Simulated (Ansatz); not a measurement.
Start from Lu in the hcp (Mg type) structure (space group P6_3/mmc, No. 194; a = 3.507 Å, c = 5.462 Å).

The values are results of DFT with PBE, PAW potentials and a 420 eV plane-wave cutoff in Ansatz (a program for electronic structure), spin-orbit coupling left out, not measurements.

Base values:

```
Property            Value
---------------  --------
Volume per atom  29.09 Å³
```

Modification: cell and atoms relaxed at a pressure of 15 GPa.

Task: What happens to the volume per atom?

Result: The volume per atom shrinks by 5.81 Å³, from 29.09 Å³ to 23.28 Å³.

Load acts through the strain it causes; cell and atoms are relaxed under it. Stability against distortions was not tested. No other phases were tried under pressure.
